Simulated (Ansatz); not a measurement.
Base system: CdS in the wurtzite structure (space group P6_3mc, No. 186; a = 4.074 Å, c = 6.637 Å). Axes: x lies along a and z along c of the hexagonal cell.

Level of theory: Ansatz (an electronic-structure program), LDA, PAW, cutoff 420 eV, without spin-orbit coupling.

The change: uniaxial strain ε_xx = −1.80 %, all other strain components held at zero, atoms relaxed at fixed cell.

Problem. Predict the stress tensor and what it implies for the stiffness.

Solution. Stress of the strained cell less that of the base (GPa, compression positive):
```
   1.71    0.00    0.00
   0.00    1.09    0.00
   0.00    0.00    0.97
```

Then −Δσ_ii/ε with ε = -0.0180 gives secant stiffness values (nonlinear terms included at this strain): C11 ≈ 95 GPa, C12 ≈ 61 GPa and C13 ≈ 54 GPa.

No phonon test of stability was made.
